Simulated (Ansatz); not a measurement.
How far PBE and r2SCAN part for GaN

Start from GaN in the wurtzite structure (space group P6_3mc, No. 186; a = 3.2184 Å, c = 5.2432 Å).

(Cell as relaxed with PBE.)

Levels (all Ansatz, a program for electronic structure, PAW): PBE (420 eV, no spin-orbit coupling); r2SCAN (500 eV, spin-orbit coupling left out).

Each level relaxes its own structure.

| quantity | PBE | r2SCAN |
|---|---|---|
| volume per atom | 11.76 Å³ | [?] |
| lattice parameter a | 3.218 Å | [?] |
| lattice parameter c | 5.243 Å | [?] |
| band gap | 1.71 eV | [?] |
| gap character | direct at Γ | [?] |
| electron mass | 0.14 mₑ along c, 0.16 mₑ across | [?] |

Predict the r2SCAN column.


- volume per atom, r2SCAN: 11.37 Å³
- lattice parameter a, r2SCAN: 3.183 Å
- lattice parameter c, r2SCAN: 5.184 Å
- band gap, r2SCAN: 2.35 eV
- gap character, r2SCAN: direct at Γ
- electron mass, r2SCAN: 0.17 mₑ along c, 0.19 mₑ across

PBE's volume per atom lies 0.39 Å³ above r2SCAN's (3.4 %); PBE's lattice parameter a lies 0.035 Å above r2SCAN's (1.1 %); PBE's lattice parameter c lies 0.0596 Å above r2SCAN's (1.1 %); PBE's band gap lies 0.64 eV below r2SCAN's; the two agree on the gap character. Neither level is exact; r2SCAN is the comparison here, not a measurement.

Masses are band curvatures over ±0.01 Å⁻¹ around the edge. Stability against distortions was not tested.
